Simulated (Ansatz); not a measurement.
Band structure of GaN (F-43m, 2 atoms in the cell).

```xyz
2
Lattice="0.0000 2.2749 2.2749 2.2749 0.0000 2.2749 2.2749 2.2749 0.0000" Properties=species:S:1:pos:R:3 pbc="T T T"
Ga     0.0000     0.0000     0.0000
N      3.4124     3.4124     3.4124
```

Level of theory: PBE with spin-orbit coupling, harder PAW files (source: ansatz) (plane waves; Ansatz, a program for electronic structure).

Settings: basis.ecutwfc = 75 Ry; kpoints.mp_grid.grid = 8 8 8; hamiltonian.xc = pbe; hamiltonian.pseudopotentials = {kind: paw, source: ansatz}; magnetization.noncollinear = true; magnetization.spin_orbit = true; scf.occupations.method = fixed; kpoints.band_path.npoints = 10.

The starting cell comes from a database of computed structures (which also holds hypothetical and non-ambient phases and stackings), without a prior relaxation at this level. Its lattice was rescaled by a random factor within 2.5 % of one.

**Question.** Predict the gap along the standard path and the places of the band edges.

**Answer.** The gap along the path is 1.55 eV, direct at Γ to within 0.01 eV.

Levels in eV from the top of the valence band on the path, bands 23 to 30:
```tsv
point	23	24	25	26	27	28	29	30
Γ	0.00	0.00	0.00	0.00	1.55	1.55	9.91	9.91
X	-2.63	-2.63	-2.59	-2.59	3.34	3.34	6.49	6.49
W	-3.59	-3.58	-3.51	-3.47	6.15	6.16	8.10	8.11
K	-4.13	-4.08	-2.10	-2.09	4.95	4.95	7.63	7.64
L	-0.95	-0.95	-0.92	-0.92	4.45	4.45	8.58	8.58
U	-4.13	-4.08	-2.10	-2.09	4.95	4.95	7.63	7.64
```

The net moment of the cell came out as 0.00 μB.

Keys are those of Ansatz 0.2.
